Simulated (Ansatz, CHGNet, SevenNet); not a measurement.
## GeS (model structure, started from the litharge type, P4/nmm, No. 129, 4 atoms in the cell): properties by level of theory

```csv
level (code),lattice constant a (Å),c axis length (Å)
CHGNet 0.3.0,4.630,4.123
SevenNet-0,4.589,4.179
LDA (Ansatz),4.525,3.880
PBEsol (Ansatz),4.564,3.957
PBE-D3(BJ) (Ansatz),4.625,3.976
```

Caveats: a distance lies near a switch of the dispersion term, which can move the cell (PBE-D3(BJ)). Ansatz's density-functional and Hartree–Fock values are scalar-relativistic unless marked +SOC, with PAW data made under PBE.

Computed values are for the static lattice.

A model structure was made by putting elements into a prototype or built by hand; it is no filed structure, need not be a known phase, and can be a saddle point held by its symmetry.

Ansatz is an electronic-structure program.
